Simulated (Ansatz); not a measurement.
CsCl-type LiH (model structure)

The numbers are results of r²SCAN-D4 (plane waves, PAW; Ansatz, an electronic-structure program), not measurements.

Numerical settings: plane-wave cutoff 500 eV, 12×12×12 k mesh, gaussian smearing 0.02 eV, scalar-relativistic PAW data made under PBE.

Cell (relaxed at this level):

```cif
data_HLi
_chemical_formula_sum 'Li1 H1'
_space_group_name_H-M_alt 'Pm-3m'
_space_group_IT_number 221
_space_group_name_Hall '-P 4 2 3'
_cell_length_a 2.49673
_cell_length_b 2.49673
_cell_length_c 2.49673
_cell_angle_alpha 90.000
_cell_angle_beta 90.000
_cell_angle_gamma 90.000
loop_
_atom_site_label
_atom_site_type_symbol
_atom_site_symmetry_multiplicity
_atom_site_Wyckoff_symbol
_atom_site_fract_x
_atom_site_fract_y
_atom_site_fract_z
_atom_site_occupancy
Li1 Li 1 a 0.00000 0.00000 0.00000 1
H1 H 1 b 0.50000 0.50000 0.50000 1
```

For CsCl-type LiH (model structure), the band gap is 1.12 eV (on the SCF k mesh).

Note: the relaxation could raise the start's symmetry but not lower it, so the cell can be a saddle point.

It cost roughly 9 core-seconds of CPU time.

A model structure was made by putting elements into a prototype or built by hand; it is no filed structure, need not be a known phase, and can be a saddle point held by its symmetry.
